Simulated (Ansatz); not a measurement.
Defect: Si-vacancy pair (Si on one host Nb site, one Nb site vacant) in bcc Nb, neutral cell. The step: direct exchange of Si with the vacancy (Si-vacancy distance between ideal sites 2.87 Å throughout); the atom moves 2.60 Å along (0.46, 0.46, 0.44) of the unit cell; the moving atom starts with neighbours 3 Nb at 2.83, Nb at 2.84, 2 Nb at 2.87, Nb at 2.94, Nb at 2.97, 2 Nb at 3.08, 2 Nb at 3.37 Å and ends with 3 Nb at 2.83, Nb at 2.84, 2 Nb at 2.87, Nb at 2.94, Nb at 2.97, 2 Nb at 3.08, 2 Nb at 3.37 Å. DFT values are from Ansatz (plane-wave PAW, 420 eV unless said) in a cell of 36 host sites, spin-restricted, static, with no finite-size correction. Forms of the defect that were not tried may lie lower. For the PBE band: the saddle point's order was not checked, and it lies on a symmetry element of the cell, where a band can be held.

| Level | Forward barrier (eV) | Cost of the band or of the saddle's single point |
|---|---|---|
| CHGNet universal potential (has no charge state), its own band | 0.44 | - |
| PBE, a 2×2×3 k-point mesh shifted by half a step, band relaxed | 0.58 | roughly 60 core-minutes |
| PBE, a 3×3×4 k-point mesh shifted by half a step, same geometries | 0.58 | very roughly 8 core-minutes |
| r2SCAN at 500 eV, a 2×2×3 k-point mesh shifted by half a step, same geometries | 0.71 | about 7 core-minutes (a rough figure) |

Ansatz is a first-principles code.
